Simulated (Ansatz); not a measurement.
The starting structures come from a database of crystals and need not be the phases stable at ambient conditions.

The decay constant κ of evanescent states in the gap governs leakage through a thin film.

```yaml
crystal:
  lattice:
    - [6.56605, 0.00000, 0.00000]
    - [0.00000, 6.69005, 0.00000]
    - [1.53913, 3.34503, 4.33846]
  atoms:
    - { symbol: Mg, position: [0.16208, 0.34433, 0.51714] }
    - { symbol: Mg, position: [0.83792, 0.65567, 0.48286] }
    - { symbol: Mg, position: [0.33792, 0.86147, 0.48286] }
    - { symbol: Mg, position: [0.66208, 0.13853, 0.51714] }
    - { symbol: B, position: [0.75000, 0.11527, 0.00000] }
    - { symbol: B, position: [0.25000, 0.88473, 0.00000] }
    - { symbol: Br, position: [0.75000, 0.63076, 0.00000] }
    - { symbol: Br, position: [0.25000, 0.36924, 0.00000] }
    - { symbol: N, position: [0.81962, 0.26890, 0.68978] }
    - { symbol: N, position: [0.18038, 0.73110, 0.31022] }
    - { symbol: N, position: [0.68038, 0.95868, 0.31022] }
    - { symbol: N, position: [0.31962, 0.04132, 0.68978] }
```

The cell is taken as given; by r2SCAN it stands under a pressure of -2.4 GPa.

Transport runs along the normal of the first two printed cell vectors.

No gap correction and no spin-orbit coupling; mid-gap is the computed energy nearest the middle.

### Question
Compute, with r2SCAN in Ansatz (an electronic-structure program), the band gap and the smallest decay constant κ at mid-gap.

### Answer
Gap 3.83 eV on a 6×8×8 mesh; κ = 0.365 1/Å, at the zone centre.
